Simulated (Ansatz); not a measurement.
The structure below was relaxed with PBE (Ansatz, a program for electronic structure, PAW, no spin-orbit coupling), at pressure 0.7 GPa.

Space group P6₃/mmc (No. 194); a = b = 3.167 Å, c = 5.190 Å, α = β = 90.00°, γ = 120.00°

```csv
atom,site,symmetry,x,y,z
Mg,2d,-6m2,0.6667,0.3333,0.2500
```

Q: Write out a cell with all atoms.

A: 
```
Mg
1.0
    3.16713     0.00000     0.00000
   -1.58356     2.74281     0.00000
    0.00000     0.00000     5.18977
Mg
2
Direct
  0.33333   0.66667   0.75000
  0.66667   0.33333   0.25000
```
This is the conventional cell.

Load acts through the strain it causes; cell and atoms are relaxed under it. Whether these cells are dynamically stable was not tested. The cell was made from Mg in the hcp (Mg type) structure (space group P6_3/mmc, No. 194) by this change: pressure 0.7 GPa.
